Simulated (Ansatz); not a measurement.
The parent structure is AlN in the zinc blende structure (space group F-43m, No. 216; a = 4.370 Å). Axes: x, y, z lie along the cube axes.

All numbers come from Kohn–Sham DFT with the r2SCAN functional, run in Ansatz (a first-principles code) with PAW and 500 eV plane waves, without spin-orbit coupling, earlier PAW set.

Before the change:

The band gap is 3.93 eV and the shortest interatomic distance is 1.892 Å.

Perturbation: a free-standing slab of 6 layers (12 atoms, 2 a layer) is cut normal to [110], with 15 Å of vacuum and the in-plane cell held at bulk.

Estimate the effect on the band gap.

The band gap falls by 0.786 eV (3.93 eV → 3.15 eV).

Estimate the effect on the excess energy per area of both faces.

The excess energy per area of both faces (slab less bulk energy over the cell's area: twice a surface energy) amounts to 5.04 J/m².

What does the calculation give for the change of the spacing d12 from its bulk value of 1.545 Å after the change?

The change of the spacing d12 from its bulk value of 1.545 Å comes out as -8.9 %.

Predict the new shortest interatomic distance.

The shortest interatomic distance drops by 0.113 Å to 1.779 Å.

Slab and bulk use different k-meshes, which limits the precision of the excess energy. Stability against distortions was not tested. This is not the structure that AlN has at room temperature and ambient pressure.
